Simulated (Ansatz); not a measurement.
Base system: HgTe in the zinc blende structure (space group F-43m, No. 216; a = 6.651 Å).

(Cell as relaxed with PBE.)

Levels (all Ansatz, a first-principles code, PAW): PBE (420 eV, no spin-orbit coupling); r2SCAN (500 eV, no spin-orbit coupling).

Each level relaxes its own structure.

```json
[
 {"quantity": "volume per atom", "PBE": "36.77 Å³", "r2SCAN": "35.49 Å³"},
 {"quantity": "lattice parameter a", "PBE": "6.651 Å", "r2SCAN": "6.573 Å"},
 {"quantity": "band gap", "PBE": "zero", "r2SCAN": "zero"}
]
```

PBE's volume per atom lies 1.28 Å³ above r2SCAN's (3.6 %); PBE's lattice parameter a lies 0.078 Å above r2SCAN's (1.2 %); the two agree on the band gap. Neither level is exact; r2SCAN is the comparison here, not a measurement.

With Hg and Te present, leaving out spin-orbit coupling can change the band edges. No phonon test of stability was made. All final runs are without spin polarisation. The zero or small gap of HgTe can change with the level of theory.
